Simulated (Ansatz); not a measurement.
## SiO2: band gap against strain

SiO2 (rutile, P4_2/mnm, 8.046 Å³/atom at rest, c along z) under an equal strain ε in the (001) plane with the normal axis free, as in a coherent film. PBE in Ansatz, a plane-wave DFT program (PAW, default set), 420 eV, 8×8×12 Γ-centred mesh, Fermi-Dirac smearing 0.05 eV; ions are relaxed within the symmetry of each cell. Gaps are the smallest over the k-mesh and a band path, without spin-orbit coupling; in all rows the valence edge lies at Γ and the conduction edge at Γ.

Here s stands for strain and Eg for gap.

```
strain (%)  gap (eV)
----------  --------
0.00           5.040
0.60           4.953
1.20           4.872
1.80           4.797
3.00               ?
```

Taking a straight line for Eg over the 4 complete rows: Means: s 0.90000, Eg 4.9155. About the means, the sum of products is -0.24300 and the sum of squares of s is 1.8000; the slope is their ratio. Least squares gives Eg = 5.0370 - 0.13500·s. Residuals (row less fit): 0.0030, -0.0030, -0.0030, 0.0030; standard error 0.0042 (degrees of freedom: 2). Over these rows the gap moves by -14 ± 0.3 eV per unit strain.

**Question.** Predict the withheld Eg at s = 3.00 from the fit, and compare with the calculation.

**Answer.** Eg = 5.0370 - 0.13500 × 3.0 = 4.6320 eV. The calculation gives 4.663 eV, 0.0310 eV above the prediction (8.2 % of the range of Eg in the table). The row lies outside the fitted rows, so this is an extrapolation. From the scatter of the fitted rows alone, a prediction at this place has a standard error of 0.0082 eV, so the miss is 3.8 times that.

One order more, fitted to all 6 runs of the series, follows each within 0.001, so the miss is the next term of a smooth law. SiO2 is here stishovite, a high-pressure form. Rows are the converged runs of the series near zero and its far end; series whose fitted rows scatter by over a few per cent of the range, as at a crossing or softening among them, aren't shown in this form. Most that stay on the fit to the last digits aren't either.
